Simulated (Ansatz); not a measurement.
Ge on the Si site (broken-bond start) in alpha quartz: one set of geometries, relaxed with PBE, evaluated in Ansatz (PAW, plane waves to 420 eV, 500 eV under r2SCAN) with PBE, r2SCAN.

Set-up: 72-site cell; 2×2×2 Γ-centred k-points; start: the Si site; started 0.95 Å off site, one bond broken; charged states image-corrected; energies good to tenths of an eV; flagged in the runs: a host whose relaxation on this sampling wasn't shown to rest, a strain field that reaches the edge of the cell.

```csv
quantity,PBE,r2SCAN
host gap (eV),5.68,6.32
ε(0/−1) above the VBM (eV),5.46,6.09
"neutral formation energy against germanium, silicon (eV)",3.71,3.89
largest moment on one atom at charge −1 (μB),0.16,0.17
```

PBE narrows the gap by 0.64 eV against r2SCAN, the highest level run, and puts the levels 0.63 eV lower above the valence-band maximum on average.

Ansatz is a program for electronic structure.
